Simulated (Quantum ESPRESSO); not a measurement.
Sensitivity of a calculation on Ga₂O₃ (C2/m, 10 atoms in the cell) to its settings

Ga2O3 is taken in the monoclinic space group C2/m (No. 12), Pearson symbol mS20. Lattice parameters: a = 12.280 Å, b = 3.048 Å, c = 5.817 Å, α = 90.00°, β = 103.76°, γ = 90.00°. Ga1 on 4i sees 6 O at 1.942–2.079 Å (octahedral). Ga2 on 4i has 4 O at 1.838–1.872 Å (tetrahedral). O1 on 4i has 2 Ga at 1.844 Å and 1 Ga at 1.942 Å (trigonal planar). O2 on 4i has 1 Ga at 1.872 Å and 3 Ga at 2.013–2.079 Å. O3 on 4i sees 1 Ga at 1.838 Å and 2 Ga at 1.948 Å. (Neighbours: up to the widest gap in distance over summed covalent radii, below 1.35, at either atom; cation-cation and far metal-metal contacts left out.)
(The calculation used a cell of 10 atoms; values per cell refer to that cell.)

Base run A: PBE, PseudoDojo standard norm-conserving (PBE) pseudopotentials (Quantum ESPRESSO), self-consistent single point.

Its settings: ecutwfc = 85 Ry; occupations = fixed; potentials = {Ga: Ga.upf, O: O.upf}; K_POINTS = automatic 5 5 3 0 0 0; nbnd = 52; conv_thr = 1e-10 Ry; mixing_beta = 0.7.

The starting cell comes from a database of computed structures (which also holds hypothetical and non-ambient phases and stackings), without a prior relaxation at this level. In the base run, with a pressure of about 6 GPa the cell is away from its equilibrium volume at this level.

ΔF is the free energy per atom less that of run A. A dash stands where there is no value to compare (another energy zero or no entropy term, no result, no spin, no clean gap, or a mesh too coarse for one). Absolute energies have different zeros for different potentials, functionals, Hubbard and dispersion terms and are not compared across them.

```csv
run,change,ΔF (meV/atom),pressure (GPa),largest force (eV/Å),gap on the mesh (eV),k-points
A,base,0.00,6.43,0.138,2.359,24
B,lattice scaled by 0.97; ecutwfc: 85 Ry → 51 Ry,2427.7,-229.17,0.716,3.117,24
C,nosym: default → true,0.00,6.43,0.138,2.359,38
D,vdw_corr: default → grimme-d2 [PBE-D2],–,3.38,0.168,2.359,24
E,nbnd: 52 → 48,0.00,6.43,0.138,2.359,24
F,K_POINTS: automatic 5 5 3 0 0 0 → automatic 4 4 3 0 0 0,1.30,6.43,0.136,2.357,17
G,ecutwfc: 85 Ry → 59 Ry,407.2,-51.69,0.138,2.339,24
H,nosym: default → true; noinv: default → true,0.00,6.43,0.138,2.359,75
I,mixing_beta: 0.7 → 0.2; mixing_mode: default → local-TF,0.00,6.43,0.138,2.359,24
J,conv_thr: 1e-10 Ry → 1e-05 Ry,0.00,6.36,0.139,2.356,24
```

Run D against A: The pressure goes from 6.43 to 3.38 GPa, the largest force goes from 0.138 to 0.168 eV/Å and the gap on the mesh stays at 2.359 eV.

Run G against A: The free energy goes up by 407 meV/atom, the pressure goes from 6.43 to -51.69 GPa, the largest force stays at 0.138 eV/Å and the gap on the mesh goes from 2.359 to 2.339 eV.
